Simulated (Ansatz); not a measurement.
Cubic perovskite KMgF3, treated with PBEsol-D3(BJ) in Ansatz (plane waves, PAW).

Run with plane-wave cutoff 520 eV, 8×8×8 k mesh, Fermi–Dirac smearing 0.01 eV, scalar-relativistic PAW data made under PBE.

Energies at three volumes about the minimum:

```json
[
 {"V (Å³/atom)": "12.130", "E − E_lowest (meV/atom)": "1.24"},
 {"V (Å³/atom)": "12.378", "E − E_lowest (meV/atom)": "0.00"},
 {"V (Å³/atom)": "12.625", "E − E_lowest (meV/atom)": "1.15"}
]
```

**Question.** Fit a parabola by hand: where is the minimum, what lattice constant follows, and what is the bulk modulus?

**Answer.** Slopes: (0.00 − 1.24)/(12.378 − 12.130) = -5.000 and (1.15 − 0.00)/(12.625 − 12.378) = 4.656 meV/Å³. Curvature E″ = 2 × (4.656 − (-5.000))/(12.625 − 12.130) = 39.014 meV/Å⁶. From the middle of the first interval, the slope vanishes at V0 = 12.2540 − (-5.000)/39.014 = 12.382 Å³/atom. B = V0 E″ = 12.382 × 39.014 meV/Å³ × 0.1602 GPa per meV/Å³ = 77.4 GPa. With 5 atoms in the cube, a = (5 × 12.382)^(1/3) = 3.956 Å. The full Birch–Murnaghan fit to all volumes gives V0 = 12.377 Å³/atom and B0 = 77.3 GPa.

Measured, for comparison: bulk modulus 75.1 GPa (room temperature, not corrected to a static lattice, our sources range from 71.2 to 75.1; as tabulated in Vaitheeswaran et al. (2007), arXiv:cond-mat/0703621); lattice constant a 3.990 Å (room temperature, not corrected to a static lattice; as tabulated in Vaitheeswaran et al. (2007), arXiv:cond-mat/0703621). Computed (rounded) less measured: bulk modulus +3 % (+3 % to +9 % over the range). A static lattice is as a rule a little smaller and stiffer than an uncorrected measurement, which narrows the difference in the bulk modulus and would widen misses of the other sign.

Ansatz is a program for electronic structure.
